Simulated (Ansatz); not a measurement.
We consider MoS2 (R3m, No. 160, 3 atoms in the cell; start mp-1434; a measured phase of this formula has another space group), described by LDA (PAW; Ansatz, an electronic-structure program).

The input as run:

Ansatz 0.2 input:
```yaml
crystal:
  lattice:
    - [1.573517869, 0.9084709652, 6.03175904]
    - [-1.573517869, 0.9084709652, 6.03175904]
    - [0.0, -1.8169419305, 6.03175904]
  atoms:
    - { symbol: Mo, position: [0.9997581143, 0.9997581143, 0.9997581143] }
    - { symbol: S, position: [0.4194692767, 0.4194692767, 0.4194692767] }
    - { symbol: S, position: [0.246792609, 0.246792609, 0.246792609] }
basis:
  ecutwfc: 520
  ecutrho_ratio: 4
  xc_grid: 2
kpoints:
  mp_grid: { grid: [12, 12, 12] }
hamiltonian:
  xc: lda
  dispersion: none
  pseudopotentials: { azcp: { folder: ./paw }, kind: paw }
scf:
  occupations: { method: fermi_dirac, width: 0.01 }
output:
  forces: true
  stress: true
  eigenvalues: true
relax:
  f_tol: 0.004
  escape_saddle: false
  max_steps: 80
  cell: { stress_tol: 0.02, fix: [volume] }
```

From the output:

```
Relaxation: its limit of steps is 80 (relax.max_steps)
Crystal: 3 atoms, lattice volume = 51.734 Å³
Basis set: ecut = 520 eV, 1397 PW (Γ), FFT grids on a1−a3, a2−a3, a3, exchange–correlation on 48×48×96 points (8 copies of the dense FFT grid, shifted against one another)
Bands: 17, of which v1, the nominal top of the filled ones, is band 13 counted from 1 (12 counted from 0)
Symmetry: 6 space group operations
Space group: R3m (ITA 160), of the structure as read, at distance tolerance 3.7e-5 Å
k-points: 189 of 1728 (time reversal used)
Initial density: superposition of atomic densities (chi_scale 0.1, normalization cell, long waves kept (reshape's long-wave potential 0.07 eV rms))
Functional: x = slater, c = lda
SCF iter   1: F=—  HF=-6585.749609 eV  |F-HF|=—  |Δ(HF+E_count)|=         —  Δρ=6.08e-2  dr2=2.41e0
SCF iter   2: F=—  HF=-6585.015389 eV  |F-HF|=—  |Δ(HF+E_count)|=   7.34e-1  Δρ=2.51e-2  dr2=5.97e-1
  ...
SCF 1 converged in 7 iterations: F = -6584.906520 eV  dr2 = 5.06e-8
Crystal: 3 atoms, lattice volume = 51.734 Å³
Initial density: handed on by an earlier stage of this run
SCF 2 converged in 6 iterations: F = -6584.914085 eV  dr2 = 2.21e-9
Crystal: 3 atoms, lattice volume = 51.734 Å³
SCF 3 converged in 6 iterations: F = -6584.914515 eV  dr2 = 8.80e-11
Crystal: 3 atoms, lattice volume = 51.734 Å³
SCF 4 converged in 6 iterations: F = -6584.914547 eV  dr2 = 2.93e-12
Crystal: 3 atoms, lattice volume = 51.734 Å³
SCF iter   6: F=—  HF=-6584.914549 eV  |F-HF|=—  |Δ(HF+E_count)|=  4.18e-11  Δρ=1.93e-7  dr2=2.67e-11
SCF iter   7: F=-6584.914549 eV  HF=-6584.914549 eV  |F-HF|=1.82e-12  |Δ(HF+E_count)|=  6.37e-12  Δρ=6.03e-8  dr2=1.94e-12
SCF 5 converged in 7 iterations: F = -6584.914549 eV  dr2 = 1.94e-12
SCF converged after 7 iterations
Free energy (F): -6584.914549 eV
Internal energy: -6584.914549 eV  (E = F + TS)
E sigma→0 (E₀):  -6584.914549 eV
Fermi energy:    11.691861 eV
--- Forces (eV/Å), atoms counted from 1 ---
  atom   1  Mo     0.00000000    -0.00000000     0.00006510
  atom   2  S     -0.00000000     0.00000000    -0.00033851
  atom   3  S      0.00000000    -0.00000000     0.00027344
--- Stress (GPa, compression-positive) ---
       -0.714490       0.000000       0.000000
        0.000000      -0.714490      -0.000000
        0.000000      -0.000000      -0.692145
  P = ⅓ Tr σ = -0.7070 GPa (-7.070 kbar)
```

The cell is one volume of an energy–volume scan, off the minimum.

The PAW data were made under PBE.

Note: the relaxation could not lower the start's symmetry, so the cell can be a saddle point above a distorted one. Note: the cell has widely spaced layers and the level no dispersion term, so their spacing and the moduli can rest on weak binding.

A start named mp-… is a Materials Project structure, which need not be a measured phase.
